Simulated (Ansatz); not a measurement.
**Short convergence ladders for CoAl (P4mm, 2 atoms in the cell)**

```
CoAl
1.0
    2.85142     0.00000     0.00000
    0.00000     2.85142     0.00000
    0.00000     0.00000     2.85142
Al Co
1 1
Direct
  0.50000   0.50000   0.51753
  0.00000   0.00000   0.00000
```

Base method: PBEsol, default PAW files made with PBE (plane waves; Ansatz, a quantum-chemistry and plane-wave program).

Base settings: basis.ecutwfc = 420 eV; kpoints.mp_grid.grid = 12 12 12; hamiltonian.xc = pbesol; hamiltonian.pseudopotentials = {kind: paw} (the program's default PAW files); scf.occupations.method = gaussian; scf.occupations.width = 0.1 eV.

The count of work is k-points × plane waves × bands × iterations; it is no time. 

**The cutoff for other potential files**

Level: DFT, PBEsol, plane waves, harder PAW files (source: ansatz) made with PBE.

In this ladder: hamiltonian.pseudopotentials = {kind: paw, source: ansatz}.

The second cell is the first with its lattice scaled by 0.98.

The mesh stays at the base's, so the ladder's end is converged at best in this setting alone.

The first pressure column holds Ansatz's estimate of the finite-basis (Pulay) stress, which hides part of the cutoff error; the other is without it.

Only quantities that move along the ladder and can be compared are tabulated.

| basis.ecutwfc | free energy less the last step's (meV/atom) | energy of the compressed cell less the first (meV/atom) | pressure (GPa) | pressure without the Pulay estimate (GPa) | largest difference of a force vector from the last step's (eV/Å) | count of work / last |
|---|---|---|---|---|---|---|
| 405 eV | 5886.87 | 27.39 | -5.21 | -419.62 | 0.064 | 0.11 |
| 495 eV | 1061.69 | 4.47 | -5.57 | -99.62 | 0.005 | 0.15 |
| 630 eV | 64.78 | -0.49 | -5.56 | -13.68 | 0.000 | 0.21 |
| 765 eV | 3.04 | 0.85 | -5.36 | -5.78 | 0.000 | 0.29 |
| 900 eV | 0.75 | 0.76 | -5.38 | -5.40 | 0.000 | 0.34 |
| 1080 eV | 0.43 | 0.74 | -5.38 | -5.39 | 0.000 | 0.47 |
| 1350 eV | 0.12 | 0.73 | -5.38 | -5.39 | 0.000 | 0.64 |
| 1800 eV | 0.00 | 0.72 | -5.38 | -5.39 | 0.000 | 1.0 |

Coarsest basis.ecutwfc that holds the free energy within 1 meV/atom of the last step, with all finer ones: 900 eV, at 0.34 of the last step's count of work; the step before is off by 3.0 meV/atom.

Coarsest basis.ecutwfc that holds the forces within 0.02 eV/Å of the last step, with all finer ones: 495 eV, at 0.15 of the last step's count of work; the step before is off by 0.064 eV/Å.

Coarsest basis.ecutwfc that holds the energy of the compressed cell less the first within 0.5 meV/atom of the last step, with all finer ones: 765 eV, at 0.29 of the last step's count of work; the step before is off by 1.2 meV/atom.

The energy difference between the two cells stays within 1 meV/atom of the last step's from 765 eV on, the total only from 900 eV on: much of the error is common to both cells and cancels.

At the lowest cutoff the pressure without the Pulay estimate lies 414 GPa under the last step's, the usual sign of Pulay stress in an incomplete plane-wave basis.

**The density cutoff**

The second cell is the first with its lattice scaled by 0.98.

The mesh stays at the base's, so the ladder's end is converged at best in this setting alone.

Only quantities that move along the ladder and can be compared are tabulated.

```tsv
basis.ecutrho_ratio	free energy less the last step's (meV/atom)	energy of the compressed cell less the first (meV/atom)	pressure (GPa)
2	-5.17	-0.04	-4.85
3	-0.13	1.07	-5.31
4	0.00	1.08	-5.32
5	0.00	1.08	-5.32
6	0.00	1.08	-5.32
8	0.00	1.08	-5.32
10	0.00	1.08	-5.32
12	0.00	1.08	-5.32
16	0.00	1.08	-5.32
```

Coarsest basis.ecutrho_ratio that holds the pressure within 0.05 GPa of the last step, with all finer ones: 3; the step before is off by 0.47 GPa.

Coarsest basis.ecutrho_ratio that holds the energy of the compressed cell less the first within 0.5 meV/atom of the last step, with all finer ones: 3; the step before is off by 1.1 meV/atom.

Coarsest basis.ecutrho_ratio that holds the free energy within 1 meV/atom of the last step, with all finer ones: 3; the step before is off by 5.2 meV/atom.

**The relaxed cell against the cutoff**

On CoAl (Pm-3m, 2 atoms in the cell): atoms on their sites.

In this ladder: relax = cell and atoms.

The mesh stays at the base's, so the ladder's end is converged at best in this setting alone.

Only quantities that move along the ladder and can be compared are tabulated.

```csv
basis.ecutwfc,relaxed volume (Å³/atom),relaxation steps
250 eV,11.173,54
295 eV,11.292,16
355 eV,11.264,8
420 eV,11.247,5
505 eV,11.245,5
630 eV,11.245,5
840 eV,11.245,5
```

Coarsest basis.ecutwfc that holds the relaxed volume within 0.011 Å³/atom of the last step, with all finer ones: 420 eV; the step before is off by 0.019 Å³/atom.

At the lowest cutoff the cell relaxes to a volume 0.6 % smaller than at the highest. Ansatz relaxes on a stress corrected for the finite basis.

On the base run: the starting cell has typed, rounded lattice constants, without a prior relaxation at this level. Its lattice was rescaled by up to half a per cent. One atom was moved a little off its site on purpose. Spin polarisation is off.

Left out of this page: 1 run of the series failed or unconverged.

Keys are those of Ansatz 0.2.
